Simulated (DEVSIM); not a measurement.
System: Schottky contact on p-type GaSb, at 300 K.

```
layer (left to right)  material  thickness (μm)  Na (cm⁻³)  τn (s)  τp (s)
---------------------  --------  --------------  ---------  ------  ------
1                          GaSb           0.750     8.3e15    6e-8    6e-8
2                          GaSb            4.80     1.3e18    6e-8    6e-8
```

Left contact: Schottky, work function 4.406 eV, emission velocity 7.2e6 cm/s. Right contact: ohmic. Voltage is applied to the left contact. Recombination: SRH at mid-gap. Mobility is constant in doping.

Constants are typed, rounded textbook-type inputs, not results; the design itself was drawn at random and stands for no fabricated device. Values at 300 K.

| parameter | GaSb |
|---|---|
| gap (eV) | 0.726 |
| affinity (eV) | 4.06 |
| permittivity | 15.7 |
| Nc (cm⁻³) | 2.1e17 |
| Nv (cm⁻³) | 1.8e19 |
| μn (cm²/Vs) | 5000 |
| μp (cm²/Vs) | 850 |

Simulated with DEVSIM: 1D drift-diffusion, Boltzmann statistics, complete ionisation; no tunnelling, impact ionisation, image-force lowering or self-heating. Metal contacts follow the ideal Schottky-Mott rule: no Fermi-level pinning, no interface dipoles.

Problem. Tabulate band edges, carrier densities and field at zero bias.

Solution. Energies count from the Fermi level of the right contact; mesh points crowd at the junctions.

| x (μm) | Ec (eV) | Ev (eV) | n (cm⁻³) | p (cm⁻³) | field (V/cm) |
|---|---|---|---|---|---|
| 0.000 | 0.346 | -0.380 | 3.2e11 | 7.4e12 | 17000 |
| 0.02163 | 0.381 | -0.345 | 8.3e10 | 2.9e13 | 15000 |
| 0.06146 | 0.434 | -0.292 | 1.1e10 | 2.2e14 | 11000 |
| 0.1410 | 0.497 | -0.229 | 9.3e8 | 2.6e15 | 4900 |
| 0.3458 | 0.527 | -0.199 | 3.0e8 | 8.1e15 | 140 |
| 0.5408 | 0.528 | -0.198 | 2.8e8 | 8.6e15 | 200 |
| 0.6481 | 0.536 | -0.190 | 2.1e8 | 1.1e16 | 1700 |
| 0.7206 | 0.568 | -0.158 | 6.0e7 | 4.0e16 | 11000 |
| 0.7458 | 0.617 | -0.109 | 9100000 | 2.6e17 | 37000 |
| 0.7651 | 0.657 | -0.069 | 1900000 | 1.3e18 | 1700 |
| 0.8040 | 0.658 | -0.068 | 1900000 | 1.3e18 | ≈ 0 |
| 0.9086 | 0.658 | -0.068 | 1900000 | 1.3e18 | ≈ 0 |
| 1.075 | 0.658 | -0.068 | 1900000 | 1.3e18 | ≈ 0 |
| 1.392 | 0.658 | -0.068 | 1900000 | 1.3e18 | ≈ 0 |
| 2.346 | 0.658 | -0.068 | 1900000 | 1.3e18 | ≈ 0 |
| 3.672 | 0.658 | -0.068 | 1900000 | 1.3e18 | ≈ 0 |
| 4.578 | 0.658 | -0.068 | 1900000 | 1.3e18 | ≈ 0 |
| 5.073 | 0.658 | -0.068 | 1900000 | 1.3e18 | ≈ 0 |
| 5.360 | 0.658 | -0.068 | 1900000 | 1.3e18 | ≈ 0 |
| 5.462 | 0.658 | -0.068 | 1900000 | 1.3e18 | ≈ 0 |
| 5.515 | 0.658 | -0.068 | 1900000 | 1.3e18 | ≈ 0 |
| 5.550 | 0.658 | -0.068 | 1900000 | 1.3e18 | ≈ 0 |
